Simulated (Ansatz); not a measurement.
The reference is KI in the zinc blende structure (space group F-43m, No. 216; a = 7.9910 Å; a hypothetical phase, not in the database extracts checked).

(Cell as relaxed with PBE.)

Levels (all Ansatz, a first-principles code, PAW): PBE (420 eV, without spin-orbit coupling); r2SCAN (500 eV, no spin-orbit coupling).

Each level relaxes its own structure.

| quantity | PBE | r2SCAN |
|---|---|---|
| volume per atom | 63.78 Å³ | 62.34 Å³ |
| lattice parameter a | 7.991 Å | 7.930 Å |
| band gap | 3.90 eV | 4.47 eV |
| gap character | direct at Γ | direct at Γ |
| electron mass | 0.46 mₑ | 0.45 mₑ |

PBE's volume per atom lies 1.44 Å³ above r2SCAN's (2.3 %); PBE's lattice parameter a lies 0.061 Å above r2SCAN's (0.8 %); PBE's band gap lies 0.578 eV below r2SCAN's; the two agree on the gap character. Neither level is exact; r2SCAN is the comparison here, not a measurement.

With I present, leaving out spin-orbit coupling can change the band edges. Effective masses come from finite differences of ±0.01 Å⁻¹. Whether these cells are dynamically stable was not tested.
